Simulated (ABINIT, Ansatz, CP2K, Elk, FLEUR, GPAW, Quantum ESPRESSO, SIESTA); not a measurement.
Code comparison for C3N4 (P-43m, 7 atoms in the cell)

Self-consistent single point.

```xyz
7
Lattice="3.4568 0.0000 0.0000 0.0000 3.4568 0.0000 0.0000 0.0000 3.4568" Properties=species:S:1:pos:R:3 pbc="T T T"
C      0.0000     0.0000     1.7284
C      1.7284     0.0000     0.0000
C      0.0000     1.7284     0.0000
N      0.8493     0.8493     2.6075
N      0.8493     2.6075     0.8493
N      2.6075     2.6075     2.6075
N      2.6075     0.8493     0.8493
```

All programs got the same cell, k-point mesh and kind of occupations (some realise fixed ones as a very narrow smearing) (in Ansatz's words: kpoints.mp_grid.grid = 10 10 10; scf.occupations.method = fixed); potentials, basis and cutoffs are each program's usual ones.

| code | model | pressure (GPa) | largest force (eV/Å) | gap on the mesh (eV) | k-points | cutoff |
|---|---|---|---|---|---|---|
| FLEUR | PBEsol, all-electron FLAPW (FLEUR), scalar-relativistic valence | – | 0.064 | 2.379 | 56 | Kmax 4.6 1/bohr |
| Quantum ESPRESSO | PBEsol, GBRV 1.5 ultrasoft (PBESOL) pseudopotentials | -8.37 | 0.083 | 2.366 | 56 | 40 Ry |
| CP2K | PBEsol, GPW, DZVP-MOLOPT-SR-GTH basis, GTH-PBE potentials (GTH_POTENTIALS) | -4.46 | 0.110 | 2.405 | 504 | grid 400 Ry |
| GPAW | PBEsol, GPAW PAW datasets PBEsol (made by gpaw-setup) | – | 0.050 | 2.387 | 56 | 950 eV |
| SIESTA | GGA PBEsol, numerical atomic orbitals DZP, PseudoDojo PBEsol standard norm-conserving potentials (rewritten from UPF to PSML) | -2.56 | 0.244 | 2.385 | 560 | grid 300 Ry |
| Ansatz | PBEsol, PAW files made with PBE | -10.19 | 0.067 | 2.383 | 56 | default |
| ABINIT | PBEsol, PAW (JTH v2.0 PBE PAW, files made for PBE) | -9.95 | 0.090 | 2.370 | 56 | 26 Ha |
| Elk | PBEsol, all-electron FP-LAPW, Elk's shipped species files, default APW+lo basis | – | – | 2.356 | 76 | default |

A dash marks a value that a program does not give, or that is left out as unsure.

Gaps are read on the mesh.

The spread over the programs that give each value: pressure within 7.63 GPa; largest force within 0.194 eV/Å; gap on the mesh within 0.049 eV.

The starting cell comes from a database of computed structures (which also holds hypothetical and non-ambient phases and stackings), without a prior relaxation at this level. On Ansatz's run: In the base run, with a pressure of about -9 GPa the cell is away from its equilibrium volume at this level.

Problem. Why do the programs differ, and what cannot be compared?

Solution. Differences of this kind can come from the potentials, where these differ, and from what each basis and cutoff leave unconverged. The zero of total energies and Fermi levels follows the potentials and each program's conventions, so they are not compared here. CP2K and SIESTA use small atom-centred bases, whose incompleteness enters pressures, forces and empty levels differently from a plane-wave cutoff. FLEUR and Elk treat all electrons, but the usual bases taken here (sphere radii, linearisation, local orbitals, empty states) were not tested for convergence, so the values are no reference for the others. Ansatz's pressure is given at a fixed set of plane waves, as the other plane-wave codes print theirs; with its correction for the finite basis it is -9.45 GPa (the shift of 0.75 GPa shows how far the cutoff is from converged). The pressure of GPAW is left out: its cutoff lies under the one at which its stress was checked. The programs reduce the same mesh by symmetry to different extents, which changes the work and not the result. In the pressure, Quantum ESPRESSO (by 1.58), CP2K (by 5.49) and SIESTA (by 7.39) lie more than 1 GPa from the median of the plane-wave programs. In the force vectors, FLEUR (by 0.139), CP2K (by 0.185) and SIESTA (by 0.319) lie more than 0.08 eV/Å from the median of the plane-wave programs.

Ansatz is an electronic-structure program.

Keys are those of Ansatz 0.2.
